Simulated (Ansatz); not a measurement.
PBE against r2SCAN: hypothetical rutile HgBr2, Hg → Zn

The parent structure is HgBr$_{2}$ in the rutile structure (space group P4_2/mnm, No. 136; a = 7.2975 Å, c = 4.0165 Å; a hypothetical phase, not in the database extracts checked; made of chains).

(Cell as relaxed with PBE.)

Levels (all Ansatz, an electronic-structure program, PAW): PBE (420 eV, scalar-relativistic without spin-orbit coupling); r2SCAN (500 eV, no spin-orbit coupling).

Each level relaxes its own structure.

| base | PBE | r2SCAN |
|---|---|---|
| volume per atom | 35.65 Å³ | 32.77 Å³ |
| lattice parameter a | 7.298 Å | 7.008 Å |
| band gap | 1.03 eV | 1.23 eV |

Perturbation: full substitution Hg → Zn, then cell and atoms are relaxed.

| quantity | PBE | r2SCAN |
|---|---|---|
| electron mass | 0.22 mₑ along c, 0.36 mₑ across (at Γ) | … |
| shift of the gap caused by the change | +1.15 eV | … |
| c/a ratio | 0.543 | … |

Q: Predict the r2SCAN column.

A: 
- electron mass, r2SCAN: 0.23 mₑ along c, 0.33 mₑ across (at Γ)
- shift of the gap caused by the change, r2SCAN: +1.31 eV
- c/a ratio, r2SCAN: 0.572

PBE's shift of the gap caused by the change lies 0.16 eV below r2SCAN's; PBE's c/a ratio lies 0.029 below r2SCAN's. The two levels end in clearly different cell shapes (a soft spacing or a collapse), which may drive these differences. Neither level is exact; r2SCAN is the comparison here, not a measurement.

Spin-orbit coupling, missing from the scalar runs, can matter with Hg. Effective masses come from finite differences of ±0.01 Å⁻¹. No phonon test of stability was made. As relaxed here, ZnBr2 is a hypothetical phase, not in the database extracts checked. No dispersion term is included, though the crystal is made of layers, chains or molecules, so its spacings can come out too wide.
